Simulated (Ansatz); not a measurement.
## What isotropic strain +1.50 % does to Li2S

The parent structure is Li$_{2}$S in the anti-fluorite structure (space group Fm-3m, No. 225; a = 5.706 Å).

Now apply this change: every lattice vector is stretched by 1.50 %, atoms relaxed at fixed cell.

Level of theory: plane-wave PAW DFT at the PBE level (Ansatz, a program for electronic structure, 420 eV), spin-orbit coupling left out. Γ-centred 10×10×10 mesh, Fermi–Dirac width 0.05 eV.

Volume per atom: 16.19 Å³ (base 15.48 Å³)
Space group: Fm-3m (No. 225) (base Fm-3m (No. 225))
Shortest interatomic distance: 4.739 bohr (base 4.669 bohr)
Energy relative to the base (free energy F): +3.8 meV/atom
Pressure: -1.67 GPa (base 0.00 GPa)
Band gap: 3.42 eV (base 3.39 eV)
Gap character: indirect, Γ → X (base indirect, Γ → X)
Smallest direct gap: 4.02 eV (base 4.25 eV)
Mean gap deformation potential ΔEg/Δln V: +0.5 eV
Width of the top valence band: 1.63 eV (base 1.74 eV)
Electron mass: 0.65 mₑ along k, 0.35 mₑ across (at X) (base 0.64 mₑ along k, 0.34 mₑ across (at X))
Hole mass (degenerate bands, along [100]): 0.48, 1.0, 1.0 mₑ (at Γ) (base 0.48, 0.96, 0.96 mₑ (at Γ))
Valley order (the lowest conduction-band minima on the path, energy above the VBM, named in the base's zone): X along ⟨100⟩ 3.42 eV; Γ 4.02 eV (base X along ⟨100⟩ 3.39 eV; Γ 4.25 eV)

Effective masses come from finite differences of ±0.01 Å⁻¹. Along k means along the line from Γ to the band edge. No phonon test of stability was made.
